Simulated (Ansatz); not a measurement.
Abridged Ansatz (a first-principles code) output:

```
Relaxation: its limit of steps is 50 (relax.max_steps)
Pseudopotential: Cd, paw, valence charge 20
Pseudopotential: Ge, paw, valence charge 14
Pseudopotential: As, paw, valence charge 15
Crystal: 8 atoms, lattice volume = 214.817 Å³
Basis set: ecut = 420 eV, 4195 PW (Γ), exchange–correlation on 90×90×96 points (8 copies of the dense FFT grid, shifted against one another)
Bands: 77, of which v1, the nominal top of the filled ones, is band 64 counted from 1 (63 counted from 0)
Symmetry: 8 space group operations
k-points: 59 of 512 (time reversal used)
Functional: x = pbe(κ = 0.804, μ = 0.2195149727645171), c = pbe(β = 0.06672455060314922)
SCF iter   1: F=—  HF=-44524.170631 eV  |F-HF|=—  |Δ(HF+E_count)|=         —  Δρ=1.25e-3  dr2=5.79e-3  ethr=1.77e-3  ⟨swp⟩=6.0  Hψ=15599  notcnv=0  defer=5
SCF iter   2: F=—  HF=-44524.171427 eV  |F-HF|=—  |Δ(HF+E_count)|=   7.95e-4  Δρ=6.64e-4  dr2=1.49e-3  ethr=4.52e-6  ⟨swp⟩=2.0  Hψ=6786  notcnv=0  defer=42
SCF 1 converged in 7 iterations: F = -44524.171304 eV  dr2 = 6.20e-8
relax step   1: F+E_penalty+E_count = -44524.17130415 eV  Δ(F+E_penalty+E_count) = +0.000e0 eV  max|allowed force component| = 4.763e-2 eV/Å  Δτ_max = 0.0000 Å  P = -1.167 GPa  Ω = 214.817 Å³  fix = [a, b, gamma]  reactions: a -1.429, b -1.429 GPa  (7 SCF iters, dr2 threshold 1.00e-7 eV, accepted)
[... steps on the carried basis left out ...]
relax step   4: F+E_penalty+E_count = -44524.17671837 eV  Δ(F+E_penalty+E_count) = -2.339e-5 eV  max|allowed force component| = 2.525e-5 eV/Å  Δτ_max = 0.0011 Å  P = -0.683 GPa  Ω = 212.641 Å³  energy of the carried Pulay correction = +4.147e-4 eV  fix = [a, b, gamma]  reactions: a -1.024, b -1.024 GPa  (4 SCF iters, dr2 threshold 5.07e-9 eV, accepted)
Crystal: 8 atoms, lattice volume = 212.641 Å³
SCF iter   1: F=—  HF=-44524.176370 eV  |F-HF|=—  |Δ(HF+E_count)|=         —  Δρ=1.74e-5  dr2=1.15e-7  ethr=9.06e-8  ⟨swp⟩=3.0  Hψ=26443  notcnv=0
SCF iter   2: F=—  HF=-44524.176307 eV  |F-HF|=—  |Δ(HF+E_count)|=   6.34e-5  Δρ=8.77e-6  dr2=3.68e-8  ethr=8.98e-11  ⟨swp⟩=2.0  Hψ=8311  notcnv=0
SCF 5 converged in 7 iterations: F = -44524.176307 eV  dr2 = 4.24e-13
SCF converged after 7 iterations
Free energy (F): -44524.176307 eV
Internal energy: -44524.175716 eV  (E = F + TS)
E sigma→0 (E₀):  -44524.176011 eV
[...]
  atom   3  Ge     0.00000000     0.00000000     0.00000000
  atom   4  Ge     0.00000000     0.00000000    -0.00000000
  atom   5  As    -0.00000000    -0.00000117     0.00000000
  atom   6  As    -0.00000117     0.00000000     0.00000000
  atom   7  As     0.00000000     0.00000117     0.00000000
  atom   8  As     0.00000117    -0.00000000     0.00000000
--- Stress (GPa, compression-positive) ---
       -1.023588      -0.000000       0.000000
       -0.000000      -1.023588       0.000000
        0.000000       0.000000      -0.000256
  P = ⅓ Tr σ = -0.6825 GPa (-6.825 kbar)
--- Relaxed structure (4 steps of the walk, 4 accepted, 1 SCFs on fresh bases) ---
  cell:  # Å, volume = 212.6414 Å³
    - [6.1384008546, 0.0, 0.0]
    - [0.0, 6.1384008546, 3.356511302028031e-33]
    - [3.0692004273, -3.0692004273, 5.643353308688222]
  atoms:
    - { symbol: Cd, position: [8.831308008119379e-21, -8.83130800811936e-21, -6.861916002353484e-36] }
    - { symbol: Cd, position: [0.25, 0.25, 0.5] }
    - { symbol: Ge, position: [0.5, 0.5, 1.583519077466236e-36] }
    - { symbol: Ge, position: [0.75, 0.75, 0.5] }
    - { symbol: As, position: [0.625, 0.4027857209735728, 0.25] }
    - { symbol: As, position: [0.40278572097357285, 0.12500000000000006, 0.7500000000000001] }
    - { symbol: As, position: [0.125, 0.8472142790264273, 0.25] }
    - { symbol: As, position: [0.8472142790264272, 0.625, 0.7500000000000001] }
```

### Question
What was computed, and what are the main results?

### Answer
CdGeAs2, 8 atoms in the cell, with plane-wave PAW DFT at the PBE level (Ansatz, 420 eV), no SOC. The last SCF converged to F = -44524.176307 eV, or -5565.5220 eV per atom, at a pressure of -0.68 GPa. The total energy compares only with runs of the same code, potentials and settings.

The cells carry an imposed strain or load. Whether these cells are dynamically stable was not tested. The cell was made from CdGeAs$_{2}$ in the chalcopyrite structure (space group I-42d, No. 122) by this change: biaxial strain +1.50 %, plane normal [001], relaxed out of plane.

Keys are those of Ansatz 0.2.
